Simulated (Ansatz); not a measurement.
The cell is made up: elements placed on another compound's structure type, so the phase may be hypothetical.

The decay constant κ of evanescent states in the gap governs leakage through a thin film.

Consider the following.

```
CELL_PARAMETERS angstrom
      6.71235     0.00000     0.00000
      0.00000     6.71235     0.00000
      0.00000     0.00000     6.71235
ATOMIC_POSITIONS crystal
  Al 0.75000 0.00000 0.50000
  Al 0.50000 0.75000 0.00000
  Al 0.50000 0.25000 0.00000
  Al 0.25000 0.00000 0.50000
  Al 0.00000 0.50000 0.75000
  Al 0.00000 0.50000 0.25000
  P  0.75000 0.50000 0.00000
  P  0.00000 0.75000 0.50000
  P  0.00000 0.25000 0.50000
  P  0.25000 0.50000 0.00000
  P  0.50000 0.00000 0.75000
  P  0.50000 0.00000 0.25000
```

Space group of this cell: Pm-3n. The cell was relaxed by PBE-D3(BJ).

Transport runs along the normal of the first two printed cell vectors.

The gap is the functional's own. No spin-orbit coupling. Mid-gap values are interpolated on the energy grid.

**Question.** Compute, with PBEsol (Ansatz, a quantum-chemistry and plane-wave program), the band gap and the smallest decay constant κ at mid-gap.

**Answer.** Gap 1.39 eV on a 6×6×6 mesh; κ = 0.133 1/Å, at the zone centre.
